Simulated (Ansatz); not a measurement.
Tunnelling through a barrier is set by its complex band structure: the current falls as exp(−2κd) with the smallest κ.

Data:

```xyz
12
Lattice="3.0766 0.0000 0.0000 -1.5383 2.6644 0.0000 0.0000 0.0000 15.0981" Properties=species:S:1:pos:R:3 pbc="T T T"
Si     0.0000     1.7763    12.5765
Si     1.5383     0.8881     5.0275
Si     1.5383     0.8881    10.0629
Si     0.0000     1.7763     2.5138
Si     0.0000     0.0000     7.5450
Si     0.0000     0.0000    15.0940
C      0.0000     0.0000    13.2013
C      0.0000     0.0000     5.6523
C      0.0000     1.7763    10.6894
C      1.5383     0.8881     3.1404
C      1.5383     0.8881     8.1759
C      0.0000     1.7763     0.6269
```

The cell is taken as given.

Transport runs along the normal of the first two printed cell vectors, the (001) plane of the conventional cell.

The gap is the functional's own, uncorrected, and κ follows it; spin-orbit coupling is left out. Mid-gap means the computed energy nearest the middle.

Question: Compute, with PBEsol run with Ansatz (a first-principles code), the band gap and the smallest decay constant κ at mid-gap.

Answer: Gap 1.92 eV on a 12×12×2 mesh; κ = 0.213 1/Å, at the zone centre.
